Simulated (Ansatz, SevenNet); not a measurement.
**Lattice parameter a of MoGe (model structure, started from the CsCl type, Pm-3m, No. 221, 2 atoms in the cell) at several levels of theory**

No measured value is used here.

```tsv
level (code)	value (Å)
SevenNet-l3i5	3.128
LDA (Ansatz)	3.070
PBE (Ansatz)	3.126
PBEsol (Ansatz)	3.091
r²SCAN (Ansatz)	3.107
```

LDA, PBE, PBEsol, r²SCAN: the run has no spin polarisation, so it can have missed a magnetic state. Cutoffs differ between the levels. Ansatz's density-functional and Hartree–Fock values are scalar-relativistic unless marked +SOC, with PAW data made under PBE.

Machine-learned potentials (SevenNet-l3i5) are trained on DFT data: a solid inside that data is no test of them.

A model structure was made by putting elements into a prototype or built by hand; it is no filed structure, need not be a known phase, and can be a saddle point held by its symmetry.

Ansatz is a first-principles code.
